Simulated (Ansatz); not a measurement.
# W3N4 with two functionals, biaxial strain +1.81 %, plane normal [001], relaxed out of plane

Base system: W$_{3}$N$_{4}$ (space group Pm-3m, No. 221; a = 4.2154 Å). Axes: x, y, z lie along the cube axes.

(Cell as relaxed with PBE.)

Levels (all Ansatz, an electronic-structure program, PAW): PBE (420 eV, scalar-relativistic without spin-orbit coupling); PBEsol (420 eV, spin-orbit coupling left out).

Each level relaxes its own structure.

```tsv
base	PBE	PBEsol
volume per atom	10.70 Å³	10.43 Å³
lattice parameter a	4.215 Å	4.179 Å
band gap	zero	zero
```

Modification: tensile biaxial strain of 1.81 % in the plane normal to [001], as in epitaxy on a mismatched substrate; the out-of-plane cell vector and the atoms relax.

```tsv
quantity	PBE	PBEsol
energy relative to the base (free energy F)	+17 meV/atom	+19 meV/atom
volume per atom	11.02 Å³	10.74 Å³
```

PBE's energy relative to the base lies 1.2 meV/atom below PBEsol's; PBE's volume per atom lies 0.28 Å³ above PBEsol's (2.6 %). Neither level is exact; PBEsol is the comparison here, not a measurement.

Without a gap, meshes like the base's 11×11×11 leave anisotropic stresses uncertain by several tenths of a GPa, and small strain energies with them. Stability against distortions was not tested. All final runs are without spin polarisation.
